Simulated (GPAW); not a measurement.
Troubleshooting GPAW: a failed run on Cu (I4_1/amd, 2 atoms in the cell). The aim is a self-consistent single point with DFT PBEsol, plane waves, GPAW PAW datasets PBEsol (made by gpaw-setup).

Cell that was meant: a = 3.4032 Å, b = 3.4032 Å, c = 3.4032 Å, α = 97.44°, β = 97.44°, γ = 137.81°.

Part of the input:

```python
calc = GPAW(mode={'name': 'pw', 'ecut': 550},
            xc='PBEsol',
            kpts=(15, 15, 15),
            occupation={'name': 'methfessel-paxton', 'width': 0.272, 'order': 0},
            nbands=-6,
            convergence={'density': 1e-05, 'energy': 1e-05},
            symmetry={'symmorphic': False, 'tolerance': 0.0005},
```

The program printed (abridged):

```
Traceback (most recent call last):
   [... frames left out ...]
TypeError: Unknown GPAW parameter: occupation
```

Task: From the messages shown, name the fault and mend the input.

Result: The fault is a keyword that the program does not know. The program does not know a key of this name. To fix it, use the program's own name for the key. The program stopped before any SCF iteration.

An input that runs soundly differs in these lines (not the only fix; some lines may just follow from the change or write a value another way):
```diff
-            occupation={'name': 'methfessel-paxton', 'width': 0.272, 'order': 0},
+            occupations={'name': 'methfessel-paxton', 'width': 0.272, 'order': 0},
```

With that input, the run converged in 13 iterations: free energy E − TS (from the program's reference atoms) -7.7412 eV; Fermi level (on the code's own zero) 7.23 eV (DFT PBEsol, plane waves, GPAW PAW datasets PBEsol (made by gpaw-setup)).

On the sound input: the starting cell was generated: these elements placed on a structure prototype, without a prior relaxation; it need not be a known phase or ordering of this composition. Spin polarisation is off.
